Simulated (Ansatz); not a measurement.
Base system: InSe in the beta-GaS type structure (space group P6_3/mmc, No. 194; a = 4.032 Å, c = 16.763 Å; layered, stacked along the Cartesian z axis).

The values are results of PBE-D3(BJ), PAW, 420 eV (Ansatz, a quantum-chemistry and plane-wave program; spin-orbit coupling left out), earlier PAW set, not measurements.

Before the change:

The pressure is 0.00 GPa.

One thing is altered: the cell is scaled by 0.9476 in all directions, atoms relaxed at fixed cell.

What happens to the pressure and energy relative to the base?

The pressure (mean of the normal stresses, compression positive) goes from zero to 7.18 GPa; the energy increases by 82 meV/atom.

The cells carry an imposed strain or load. Stability against distortions was not tested.
